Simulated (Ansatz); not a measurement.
An Ansatz (a program for electronic structure) input (r2SCAN (Ansatz; PAW; 500 eV plane waves; scalar-relativistic without spin-orbit coupling)):

Ansatz 0.2 input:
```yaml
crystal:
  lattice:
    - [0, 3.9920144006, 3.9920144006]
    - [3.9920144006, 0, 3.9920144006]
    - [3.9920144006, 3.9920144006, 0]
  atoms:
    - { symbol: Y, position: [0, 0, 0] }
    - { symbol: Al, position: [0, 0, 0.5] }
    - { symbol: Al, position: [0, 0.5, 0] }
    - { symbol: Al, position: [0, 0.5, 0.5] }
    - { symbol: Al, position: [0.5, 0, 0] }
    - { symbol: Al, position: [0.5, 0, 0.5] }
    - { symbol: Al, position: [0.5, 0.5, 0] }
    - { symbol: Al, position: [0.5, 0.5, 0.5] }
basis: { ecutwfc: 500, ecutrho_ratio: 4, xc_grid: 4, fft_grid_basis: typed }
kpoints: { mp_grid: { grid: [7, 7, 7] } }
hamiltonian:
  xc: r2scan
  dispersion: none
  pseudopotentials: { kind: paw }
scf: { occupations: { method: fermi_dirac, width: 0.05 }, convergence: { dr2_threshold: 0.0000000008 } }
relax: { f_tol: 0.02, max_steps: 45 }
output: { forces: true, stress: true }
checkpoint: { write: state.ck, write_every: 1000 }
```

Task: Which symmetry and how many k-points will the program report, and about how many plane waves at Γ?

Result: Space group Fm-3m (ITA 225) with 48 operations, k-points 20 of 343, and 3215 plane waves at Γ.

Task: And the final pressure?

Result: 11.91 GPa (compression positive).

The cell is small, so the values are those of an ordered compound at a high defect concentration; dilute-limit values will differ. The defect started on the symmetric site and kept its symmetry, so it may sit on a saddle. All final runs are without spin polarisation. The cell was made from Al in the fcc (Cu type) structure (space group Fm-3m, No. 225) by this change: Y on a Al site. The defect cell is not spin-polarised.
